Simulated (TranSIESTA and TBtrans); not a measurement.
# In chain with one bond stretched by 0.6 Å

System: In chain with one bond stretched by 0.6 Å. Leads: straight In chain, spacing 3.074 Å. Geometry: as built, not relaxed.

Computed with TranSIESTA and TBtrans, PBE, DZP numerical orbitals (energy shift 0.15 eV), PseudoDojo norm-conserving scalar-relativistic potentials, mesh cutoff 200 Ry, 300 K, no spin polarisation, no spin-orbit coupling; self-consistent non-equilibrium Green functions.

- Conductance at 300 K (G0 = 2e²/h): 2.65
- Thermopower (μV/K): -5.4
- Mean T from −0.5 to 0.5 eV: 1.85

Energies count from the leads' Fermi level. Transmissions are for one spin of a degenerate pair. The energy step is 0.01 eV; narrower resonances are cut or missed.

| E (eV) | T | lead channels |
|---|---|---|
| -1.95 | 0 | 0 |
| -1.80 | 0 | 0 |
| -1.65 | 0 | 0 |
| -1.50 | 0 | 0 |
| -1.35 | 0 | 0 |
| -1.20 | 0.77 | 1 |
| -1.05 | 0.88 | 1 |
| -0.90 | 0.90 | 1 |
| -0.75 | 0.91 | 1 |
| -0.60 | 0.91 | 1 |
| -0.45 | 0.91 | 1 |
| -0.30 | 0.92 | 1 |
| -0.15 | 0.92 | 1 |
| 0.00 | 2.71 | 3 |
| 0.15 | 2.53 | 3 |
| 0.30 | 2.33 | 3 |
| 0.45 | 2.23 | 3 |
| 0.60 | 2.21 | 3 |
| 0.75 | 2.24 | 3 |
| 0.90 | 2.28 | 3 |
| 1.05 | 2.32 | 3 |
| 1.20 | 2.33 | 3 |
| 1.35 | 2.33 | 3 |
| 1.50 | 2.31 | 3 |
| 1.65 | 2.28 | 3 |
| 1.80 | 2.24 | 3 |
| 1.95 | 2.19 | 3 |

The straight chain is held at its spacing; free chains may zigzag or dimerise. No spin-polarised start was tried, so a magnetic state, if there is one, is missed.
